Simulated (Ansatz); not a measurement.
## Ladder of methods for the equilibrium lattice constant a of AlB2-type HfB₂

Reference value: 3.14 Å (measured, temperature not stated, copied from a table, unchecked, no zero-point or thermal correction; as tabulated in Journal of Nuclear Materials 21, 14 (1967)).

| level (code) | value (Å) |
|---|---|
| PBE (Ansatz) | ___ |
| PBEsol-D3(BJ) (Ansatz) | 3.107 |
| r²SCAN-D4 (Ansatz) | 3.131 |
| r²SCAN0 (Ansatz) | 3.131 |
| Hartree–Fock (Ansatz) | 3.175 |

Task: What belongs in the gaps?

Result: 
- PBE (Ansatz, a first-principles code), value (Å): 3.145

Differences against the reference: PBE +0.16 %, PBEsol-D3(BJ) -1.05 %, r²SCAN-D4 -0.29 %, r²SCAN0 -0.29 %, Hartree–Fock +1.11 %.

The reference's temperature isn't stated, so close values are not ranked against it.

The measured value isn't corrected to a static lattice, so vibrations enter the comparison.  Density-functional levels without +SOC have no spin–orbit coupling. Cutoffs and k meshes differ between the levels. Ansatz's density-functional and Hartree–Fock values are scalar-relativistic unless marked +SOC, with PAW data made under PBE.

Differences are worked out from the printed values.
